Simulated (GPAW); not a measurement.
A self-consistent single point of SrMg14Cd (P-6m2, 16 atoms in the cell) with GPAW

Level of theory: LDA (Perdew-Wang 92), GPAW PAW datasets LDA (gpaw-data 1.0.1) (plane waves; GPAW).

Input:

```python
from ase import Atoms
from ase.units import GPa
from gpaw import GPAW

atoms = Atoms(['Sr', 'Mg', 'Mg', 'Mg', 'Mg', 'Mg', 'Mg', 'Mg', 'Mg', 'Mg', 'Mg', 'Mg', 'Mg', 'Mg', 'Mg', 'Cd'],
              cell=[[6.404932, 0.000000, 0.000000],
                    [-3.202466, 5.546833, 0.000000],
                    [0.000000, 0.000000, 10.335673]],
              positions=[[0.000000, 0.000000, 0.000000],
                         [-1.545078, 2.805838, 0.000000],
                         [-0.000000, 5.481991, 0.000000],
                         [1.545078, 2.805838, 0.000000],
                         [4.790008, 2.765512, 5.167836],
                         [3.202466, 0.015808, 5.167836],
                         [1.614924, 2.765512, 5.167836],
                         [-1.565173, 4.601542, 2.714458],
                         [1.565173, 4.601542, 7.621215],
                         [0.000000, 1.890583, 2.714458],
                         [-1.565173, 4.601542, 7.621215],
                         [1.565173, 4.601542, 2.714458],
                         [0.000000, 1.890583, 7.621215],
                         [3.202469, 1.848942, 2.527692],
                         [3.202469, 1.848942, 7.807981],
                         [0.000000, 0.000000, 5.167836]],
              pbc=True)

calc = GPAW(mode={'name': 'pw', 'ecut': 800},
            xc='LDA',
            kpts={'size': (3, 3, 2), 'gamma': True},
            occupations={'name': 'methfessel-paxton', 'width': 0.2, 'order': 0},
            nbands=-22,
            convergence={'forces': 0.001},
            symmetry={'symmorphic': False, 'tolerance': 0.0005},
            maxiter=150,
            txt='-')

atoms.calc = calc

energy = atoms.get_potential_energy()
print('Energy (eV):', round(energy, 6))
forces = atoms.get_forces()
print('Forces (eV/Ang):')
print(forces.round(5))
stress = atoms.get_stress()
print('Stress (GPa, Voigt):', (stress / GPa).round(4))
```

Output (repeated stretches shortened):

```
Input parameters:
  convergence: {forces: 0.001}
  kpts: {gamma: True,
         size: (3, 3, 2)}
  maxiter: 150
  mode: {ecut: 800,
         name: pw}
  nbands: -22
  occupations: {name: methfessel-paxton,
                order: 0,
                width: 0.2}
  symmetry: {symmorphic: False,
             tolerance: 0.0005}

species:
  Sr:
    name: Strontium
    Z: 38.0
    valence: 10
    core: 28
    charge: 0.0
    file: Sr.LDA.gz

    # Using partial waves for Sr as LCAO basis

  Mg:
    name: Magnesium
    Z: 12.0
    valence: 10
    core: 2
    charge: 0.0
    file: Mg.LDA.gz

    # Using partial waves for Mg as LCAO basis

  Cd:
    name: Cadmium
    Z: 48.0
    valence: 12
    core: 36
    charge: 0.0
    file: Cd.LDA.gz

    # Using partial waves for Cd as LCAO basis

Reference energy: -314413.921950  # eV

Spin-paired calculation

Convergence criteria:
 Maximum [total energy] change in last 3 cyles: 0.0005 eV / valence electron
 Maximum integral of absolute [dens]ity change: 0.0001 electrons / valence electron
 Maximum integral of absolute [eigenst]ate change: 4e-08 eV^2 / valence electron
 Maximum change in the atomic [forces] across last 2 cycles: 0.001 eV/Ang OR
Maximum error relative to the maximum force is below inf
 Maximum number of scf [iter]ations: 150

Symmetries present (total): 12
Symmetries with fractional translations: 0
18 k-points: 3 x 3 x 2 Monkhorst-Pack grid + [0.000000,0.000000,1/4]
6 k-points in the irreducible part of the Brillouin zone
       k-points in crystal coordinates                weights
   0:     0.00000000    0.00000000    0.00000000          1/18
   1:     0.00000000    0.00000000    0.50000000          1/18
   2:     0.33333333    0.00000000    0.00000000          6/18
   3:     0.33333333    0.00000000    0.50000000          6/18
   4:     0.33333333    0.33333333    0.00000000          2/18
   5:     0.33333333    0.33333333    0.50000000          2/18

Wave functions: Plane wave expansion
  Cutoff energy: 800.000 eV
  Number of coefficients (min, max): 18797, 18900
  Pulay-stress correction: 0.000000 eV/Ang^3 (de/decut=0.000000)

Occupation numbers: Methfessel-Paxton:
  width: 0.2000  # eV
  order: 0

Eigensolver

Densities:
  Coarse grid: 42*42*70 grid
  Fine grid: 84*84*140 grid
  Total Charge: 0.000000

Density mixing:
  Method: separate
  Backend: pulay
  Linear mixing parameter: 0.05
  old densities: 5
  Damping of long wavelength oscillations: 50

Hamiltonian:
  XC and Coulomb potentials evaluated on a 84*84*140 grid
  External potential:
    NoExternalPotential

Number of atoms: 16
Number of atomic orbitals: 126
Number of bands in calculation: 103
Number of valence electrons: 162
Bands to converge: occupied

Density initialized from atomic densities
  103 bands from LCAO basis set

Atomic positions and initial magnetic moments

Positions:
   0 Sr     0.000000    0.000000    0.000000    ( 0.0000,  0.0000,  0.0000)
   1 Mg    -1.545078    2.805838    0.000000    ( 0.0000,  0.0000,  0.0000)
   2 Mg    -0.000000    5.481991    0.000000    ( 0.0000,  0.0000,  0.0000)
   3 Mg     1.545078    2.805838    0.000000    ( 0.0000,  0.0000,  0.0000)
   4 Mg     4.790008    2.765512    5.167836    ( 0.0000,  0.0000,  0.0000)
   5 Mg     3.202466    0.015808    5.167836    ( 0.0000,  0.0000,  0.0000)
   6 Mg     1.614924    2.765512    5.167836    ( 0.0000,  0.0000,  0.0000)
   7 Mg    -1.565173    4.601542    2.714458    ( 0.0000,  0.0000,  0.0000)
   8 Mg     1.565173    4.601542    7.621215    ( 0.0000,  0.0000,  0.0000)
   9 Mg     0.000000    1.890583    2.714458    ( 0.0000,  0.0000,  0.0000)
  10 Mg    -1.565173    4.601542    7.621215    ( 0.0000,  0.0000,  0.0000)
  11 Mg     1.565173    4.601542    2.714458    ( 0.0000,  0.0000,  0.0000)
  12 Mg     0.000000    1.890583    7.621215    ( 0.0000,  0.0000,  0.0000)
  13 Mg     3.202469    1.848942    2.527692    ( 0.0000,  0.0000,  0.0000)
  14 Mg     3.202469    1.848942    7.807981    ( 0.0000,  0.0000,  0.0000)
  15 Cd     0.000000    0.000000    5.167836    ( 0.0000,  0.0000,  0.0000)

Unit cell:
           periodic     x           y           z      points  spacing
  1. axis:    yes    6.404932    0.000000    0.000000    42     0.1321
  2. axis:    yes   -3.202466    5.546833    0.000000    42     0.1321
  3. axis:    yes    0.000000    0.000000   10.335673    70     0.1477

  Lengths:   6.404932   6.404931  10.335673
  Angles:   90.000000  90.000000 120.000004

Effective grid spacing dv^(1/3) = 0.1438

     iter     time        total  log10-change:
                         energy   eigst   dens  force
iter:   1 --:--:--   -30.049398
iter:   2 --:--:--   -29.898880   -0.53  -1.51
iter:   3 --:--:--   -29.712300   -1.55  -1.57
iter:   4 --:--:--   -29.629708   -2.44  -1.63
iter:   5 --:--:--   -29.702603   -2.01  -1.69
iter:   6 --:--:--   -29.675784c  -3.29  -2.12
iter:   7 --:--:--   -29.494000   -2.75  -2.20
iter:   8 --:--:--   -29.493165   -4.39  -2.81
iter:   9 --:--:--   -29.489171c  -4.51  -2.84
iter:  10 --:--:--   -29.485999c  -4.81  -3.07
iter:  11 --:--:--   -29.485576c  -5.76  -3.31
iter:  12 --:--:--   -29.484712c  -5.14  -3.38
iter:  13 --:--:--   -29.484745c  -5.94  -3.87
iter:  14 --:--:--   -29.484738c  -7.38  -4.01c
iter:  15 --:--:--   -29.484728c  -7.02  -4.05c
iter:  16 --:--:--   -29.484725c  -7.33  -4.11c
iter:  17 --:--:--   -29.484718c  -7.22  -4.38c
iter:  18 --:--:--   -29.484716c  -7.79c -4.66c
iter:  19 --:--:--   -29.484718c  -9.01c -4.99c -3.47c

Converged after 19 iterations.

Dipole moment: (-13.747431, 7.937096, -0.000007) |e|*Ang

Energy contributions relative to reference atoms: (reference = -314413.921950)

Kinetic:        -15.779193
Potential:      +40.132794
External:        +0.000000
XC:             -52.430824
Entropy (-ST):   -0.246001
Local:           -1.284495
SIC:             +0.000000
--------------------------
Free energy:    -29.607718
Extrapolated:   -29.484718

Showing only first 2 kpts
 Kpt  Band  Eigenvalues  Occupancy
  0    79      3.12117    2.00000
  0    80      3.18450    2.00000
  0    81      3.18451    2.00000
  0    82      3.28239    2.00000

  1    79      3.02968    2.00000
  1    80      3.02970    2.00000
  1    81      4.18744    0.10069
  1    82      4.18745    0.10067

Fermi level: 3.95529

No gap
No difference between direct/indirect transitions
Energy (eV): -29.484718

Forces in eV/Ang:
  0 Sr   -0.00000    0.00000    0.00000
  1 Mg   -0.01829   -0.01056    0.00000
  2 Mg    0.00000    0.02112    0.00000
  3 Mg    0.01829   -0.01056    0.00000
  4 Mg   -0.13792   -0.07963    0.00000
  5 Mg    0.00000    0.15925    0.00000
  6 Mg    0.13792   -0.07963    0.00000
  7 Mg   -0.11132    0.06427    0.04817
  8 Mg    0.11132    0.06427   -0.04817
  9 Mg    0.00000   -0.12855    0.04817
 10 Mg   -0.11132    0.06427   -0.04817
 11 Mg    0.11132    0.06427    0.04817
 12 Mg    0.00000   -0.12855   -0.04817
 13 Mg    0.00000    0.00000   -0.04388
 14 Mg    0.00000   -0.00000    0.04388
 15 Cd   -0.00000    0.00000    0.00000

Stress tensor:
    -0.001325     0.000000     0.000000
    -0.000000    -0.001325     0.000000
     0.000000     0.000000     0.003263
Stress (GPa, Voigt): [-0.2123 -0.2123  0.5228  0.      0.      0.    ]
```

The run converged in 19 iterations. GPAW prints stress with tension positive.

The starting cell comes from a database of computed structures (which also holds hypothetical and non-ambient phases and stackings), without a prior relaxation at this level. Its lattice was rescaled by a random factor within 2.5 % of one.

Cost on one core of a shared machine: roughly 10 min.
